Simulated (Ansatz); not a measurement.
BiFeO₃ (R3m, No. 160, 10 atoms in the cell; start mp-22949; a measured phase of this formula has another space group) was calculated with dielectric-dependent PBEsol hybrid (Ansatz, a quantum-chemistry and plane-wave program, plane waves, PAW).

Numerical settings: plane-wave cutoff 460 eV, 6×6×6 k mesh, Fermi–Dirac smearing 0.01 eV, spin-polarised start, scalar-relativistic PAW data made under PBE.

Cell (relaxed with PBEsol):

```cif
data_Bi2Fe2O6
_chemical_formula_sum 'Fe2 Bi2 O6'
_space_group_name_H-M_alt 'P 1'
_space_group_IT_number 1
_cell_length_a 5.66804
_cell_length_b 5.66804
_cell_length_c 5.66804
_cell_angle_alpha 58.919
_cell_angle_beta 58.919
_cell_angle_gamma 58.919
loop_
_space_group_symop_operation_xyz
  'x, y, z'
loop_
_atom_site_label
_atom_site_type_symbol
_atom_site_fract_x
_atom_site_fract_y
_atom_site_fract_z
_atom_site_occupancy
Fe1 Fe 0.97888 0.97888 0.97888 1
Fe2 Fe 0.47888 0.47888 0.47888 1
Bi1 Bi 0.26155 0.26155 0.26155 1
Bi2 Bi 0.76155 0.76155 0.76155 1
O1 O 0.21644 0.69028 0.21644 1
O2 O 0.21644 0.21644 0.69028 1
O3 O 0.69028 0.21644 0.21644 1
O4 O 0.71644 0.19028 0.71644 1
O5 O 0.71644 0.71644 0.19028 1
O6 O 0.19028 0.71644 0.71644 1
```

Task: What does this level give for the band gap and Γ–Γ gap?

Result: 
* **band gap**: 1.76 eV (on the SCF k mesh)
* **Γ–Γ gap**: 2.65 eV

Note: the magnetic order was assumed, not searched for or taken from measurement; cell and atoms aren't relaxed at this level (pressure -0.5 GPa).

Spin–orbit coupling is not included; with these elements it can move the gap by several tenths of an eV or more.

Computing time: around 40 core-minutes (rough).

A start named mp-… is a Materials Project structure, which need not be a measured phase.
